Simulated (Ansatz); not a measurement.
Take MgS in the rock salt structure (space group Fm-3m, No. 225; a = 5.129 Å) as the base.

The values are results of LDA (Ansatz, a program for electronic structure), no spin-orbit coupling, not measurements.

For the base:

| Item | Result |
|---|---|
| Valley order | X along ⟨100⟩ 2.65 eV; Γ 3.83 eV |
| Width of the top valence band | 2.54 eV |
| Hole mass | 0.25, 0.89, 0.89 mₑ (at Γ) |

The change: a negative pressure, −1 GPa.

**Question.** What happens to the valley order, width of the top valence band and hole mass?

**Answer.** The valley order (the lowest conduction-band minima on the path, energy above the VBM, named in the base's zone) becomes X along ⟨100⟩ 2.62 eV; Γ 3.73 eV (base: X along ⟨100⟩ 2.65 eV; Γ 3.83 eV); the width of the top valence band falls by 0.04 eV, from 2.54 eV to 2.50 eV; the hole mass (degenerate bands, along [100]) goes from 0.25, 0.89, 0.89 mₑ (at Γ) to 0.24, 0.90, 0.90 mₑ (at Γ).

The levels and masses belong to the bands next to the band gap. Load acts through the strain it causes; cell and atoms are relaxed under it. Masses are band curvatures over ±0.01 Å⁻¹ around the edge. Stability against distortions was not tested.
